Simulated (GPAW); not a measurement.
Input and output of a self-consistent single point for AlCr6Si (Pm-3, 8 atoms in the cell) (GPAW)

Level of theory: LDA (Perdew-Wang 92), GPAW PAW datasets LDA (gpaw-data 1.0.1) (plane waves; GPAW 25.7.0).

Input:

```python
from ase import Atoms
from ase.units import GPa
from gpaw import GPAW, PW

atoms = Atoms(['Al', 'Cr', 'Cr', 'Cr', 'Cr', 'Cr', 'Cr', 'Si'],
              cell=[[4.438009, 0.000000, 0.000000],
                    [0.000000, 4.438009, 0.000000],
                    [0.000000, 0.000000, 4.438009]],
              scaled_positions=[[0.500000, 0.500000, 0.500000],
                                [0.000000, 0.500000, 0.754520],
                                [0.000000, 0.500000, 0.245480],
                                [0.754520, 0.000000, 0.500000],
                                [0.245480, 0.000000, 0.500000],
                                [0.500000, 0.754520, 0.000000],
                                [0.500000, 0.245480, 0.000000],
                                [0.000000, 0.000000, 0.000000]],
              pbc=True)

calc = GPAW(mode=PW(800),
            xc='LDA',
            kpts=(5, 5, 5),
            occupations={'name': 'methfessel-paxton', 'width': 0.1, 'order': 0},
            nbands=-12,
            convergence={'density': 1e-05, 'energy': 1e-05},
            symmetry={'symmorphic': False, 'tolerance': 0.0005},
            maxiter=100)

atoms.calc = calc

energy = atoms.get_potential_energy()
print('Energy (eV):', round(energy, 6))
forces = atoms.get_forces()
print('Forces (eV/Ang):')
print(forces.round(5))
stress = atoms.get_stress()
print('Stress (GPa, Voigt):', (stress / GPa).round(4))
```

Output (repeated stretches shortened):

```
Input parameters:
  convergence: {density: 1e-05,
                energy: 1e-05}
  kpts: [5 5 5]
  maxiter: 100
  mode: {ecut: 800.0,
         name: pw}
  nbands: -12
  occupations: {name: methfessel-paxton,
                order: 0,
                width: 0.1}
  symmetry: {symmorphic: False,
             tolerance: 0.0005}

species:
  Al:
    name: Aluminium
    Z: 13.0
    valence: 3
    core: 10
    charge: 0.0
    file: Al.LDA.gz

    # Using partial waves for Al as LCAO basis

  Cr:
    name: Chromium
    Z: 24.0
    valence: 6
    core: 18
    charge: 0.0
    file: Cr.LDA.gz

    # Using partial waves for Cr as LCAO basis

  Si:
    name: Silicon
    Z: 14.0
    valence: 4
    core: 10
    charge: 0.0
    file: Si.LDA.gz

    # Using partial waves for Si as LCAO basis

Reference energy: -185597.234661  # eV

Spin-paired calculation

Convergence criteria:
 Maximum [total energy] change in last 3 cyles: 1e-05 eV / valence electron
 Maximum integral of absolute [dens]ity change: 1e-05 electrons / valence electron
 Maximum integral of absolute [eigenst]ate change: 4e-08 eV^2 / valence electron
 Maximum number of scf [iter]ations: 100

Symmetries present (total): 24
Symmetries with fractional translations: 0
125 k-points: 5 x 5 x 5 Monkhorst-Pack grid
11 k-points in the irreducible part of the Brillouin zone
       k-points in crystal coordinates                weights
   0:     0.00000000    0.00000000    0.00000000          1/125
   1:     0.20000000    0.00000000    0.00000000          6/125
   2:     0.20000000    0.20000000    0.00000000         12/125
   [... 8 lines left out ...]

Wave functions: Plane wave expansion
  Cutoff energy: 800.000 eV
  Number of coefficients (min, max): 4457, 4505
  Pulay-stress correction: 0.000000 eV/Ang^3 (de/decut=0.000000)

Occupation numbers: Methfessel-Paxton:
  width: 0.1000  # eV
  order: 0

Eigensolver

Densities:
  Coarse grid: 30*30*30 grid
  Fine grid: 60*60*60 grid
  Total Charge: 0.000000

Density mixing:
  Method: separate
  Backend: pulay
  Linear mixing parameter: 0.05
  old densities: 5
  Damping of long wavelength oscillations: 50

Hamiltonian:
  XC and Coulomb potentials evaluated on a 60*60*60 grid
  External potential:
    NoExternalPotential

Number of atoms: 8
Number of atomic orbitals: 62
Number of bands in calculation: 33
Number of valence electrons: 43
Bands to converge: occupied

Density initialized from atomic densities
  33 bands from LCAO basis set

Atomic positions and initial magnetic moments

Positions:
   0 Al     2.219005    2.219005    2.219005    ( 0.0000,  0.0000,  0.0000)
   1 Cr     0.000000    2.219005    3.348567    ( 0.0000,  0.0000,  0.0000)
   2 Cr     0.000000    2.219005    1.089442    ( 0.0000,  0.0000,  0.0000)
   3 Cr     3.348567    0.000000    2.219005    ( 0.0000,  0.0000,  0.0000)
   4 Cr     1.089442    0.000000    2.219005    ( 0.0000,  0.0000,  0.0000)
   5 Cr     2.219005    3.348567    0.000000    ( 0.0000,  0.0000,  0.0000)
   6 Cr     2.219005    1.089442    0.000000    ( 0.0000,  0.0000,  0.0000)
   7 Si     0.000000    0.000000    0.000000    ( 0.0000,  0.0000,  0.0000)

Unit cell:
           periodic     x           y           z      points  spacing
  1. axis:    yes    4.438009    0.000000    0.000000    30     0.1479
  2. axis:    yes    0.000000    4.438009    0.000000    30     0.1479
  3. axis:    yes    0.000000    0.000000    4.438009    30     0.1479

  Lengths:   4.438009   4.438009   4.438009
  Angles:   90.000000  90.000000  90.000000

Effective grid spacing dv^(1/3) = 0.1479

     iter     time        total  log10-change:
                         energy   eigst   dens
iter:   1 --:--:--   -87.097863
iter:   2 --:--:--   -85.480671   +0.45  -0.83
iter:   3 --:--:--   -89.219695   -0.03  -0.82
iter:   4 --:--:--   -75.830873   +0.85  -0.77
iter:   5 --:--:--   -82.806056   +0.40  -1.47
iter:   6 --:--:--   -88.943538   +0.51  -0.93
   [... 25 lines left out ...]
iter:  32 --:--:--   -75.684479   -3.79  -2.97
iter:  33 --:--:--   -75.684465   -3.47  -3.29
iter:  34 --:--:--   -75.685069   -3.42  -3.68
iter:  35 --:--:--   -75.684489   -3.77  -3.07
iter:  36 --:--:--   -75.684629   -4.20  -3.58
iter:  37 --:--:--   -75.684514c  -3.95  -3.35
iter:  38 --:--:--   -75.684582c  -4.23  -4.02
iter:  39 --:--:--   -75.684548c  -4.18  -3.54
iter:  40 --:--:--   -75.684589c  -4.41  -4.02
iter:  41 --:--:--   -75.684627c  -4.60  -3.65
iter:  42 --:--:--   -75.684761c  -4.40  -3.50
   [... 19 lines left out ...]
iter:  62 --:--:--   -75.684799c  -3.86  -3.95
iter:  63 --:--:--   -75.684786c  -4.72  -3.31
iter:  64 --:--:--   -75.684822c  -5.04  -3.27
iter:  65 --:--:--   -75.684766c  -5.72  -3.22
iter:  66 --:--:--   -75.684778c  -5.96  -3.25
iter:  67 --:--:--   -75.685254   -4.12  -3.24
iter:  68 --:--:--   -75.684550   -3.68  -3.02
iter:  69 --:--:--   -75.684588   -4.12  -3.67
iter:  70 --:--:--   -75.684591c  -5.21  -4.27
iter:  71 --:--:--   -75.684592c  -5.45  -4.17
iter:  72 --:--:--   -75.684600c  -5.15  -4.43
iter:  73 --:--:--   -75.684617c  -4.65  -4.10
iter:  74 --:--:--   -75.684614c  -5.62  -3.77
iter:  75 --:--:--   -75.684595c  -4.77  -3.74
   [... 2 lines left out ...]
iter:  78 --:--:--   -75.684594c  -6.75  -4.74
iter:  79 --:--:--   -75.684596c  -5.95  -4.74
iter:  80 --:--:--   -75.684595c  -6.60  -4.48
iter:  81 --:--:--   -75.684594c  -6.75  -4.63
iter:  82 --:--:--   -75.684594c  -6.93  -4.97
iter:  83 --:--:--   -75.684594c  -7.35  -5.20c
iter:  84 --:--:--   -75.684594c  -7.13  -5.20c
iter:  85 --:--:--   -75.684595c  -6.89  -4.98
iter:  86 --:--:--   -75.684595c  -7.35  -5.09c
iter:  87 --:--:--   -75.684594c  -6.71  -5.16c
iter:  88 --:--:--   -75.684595c  -7.32  -4.86
iter:  89 --:--:--   -75.684595c  -7.60c -5.48c

Converged after 89 iterations.

Dipole moment: (-0.000000, -0.000000, 0.000000) |e|*Ang

Energy contributions relative to reference atoms: (reference = -185597.234661)

Kinetic:        -12.729557
Potential:       -6.665374
External:        +0.000000
XC:             -57.139717
Entropy (-ST):   -0.026581
Local:           +0.863344
SIC:             +0.000000
--------------------------
Free energy:    -75.697885
Extrapolated:   -75.684595

Showing only first 2 kpts
 Kpt  Band  Eigenvalues  Occupancy
  0    19     10.52769    2.00000
  0    20     12.52889    0.00000
  0    21     12.52889    0.00000
  0    22     12.52889    0.00000

  1    19     10.68908    2.00000
  1    20     12.18523    0.00000
  1    21     12.42367    0.00000
  1    22     12.43003    0.00000

Fermi level: 11.59243

No gap
No difference between direct/indirect transitions
Energy (eV): -75.684595

Forces in eV/Ang:
  0 Al    0.00000    0.00000    0.00000
  1 Cr    0.00000    0.00000    0.11199
  2 Cr   -0.00000    0.00000   -0.11199
  3 Cr    0.11199    0.00000    0.00000
  4 Cr   -0.11199    0.00000    0.00000
  5 Cr    0.00000    0.11199    0.00000
  6 Cr    0.00000   -0.11199    0.00000
  7 Si    0.00000    0.00000    0.00000

Stress tensor:
    -0.022871     0.000000     0.000000
     0.000000    -0.022871     0.000000
     0.000000     0.000000    -0.022871
Stress (GPa, Voigt): [-3.6643 -3.6643 -3.6643  0.      0.      0.    ]
```

The run converged in 89 iterations. GPAW prints stress with tension positive.

The starting cell comes from a database of computed structures (which also holds hypothetical and non-ambient phases and stackings), without a prior relaxation at this level. Its lattice was rescaled by a random factor within 2.5 % of one. Spin polarisation is off. With a pressure of about 4 GPa the cell is away from its equilibrium volume at this level.

Cost on one core of a shared machine: roughly 3 min.
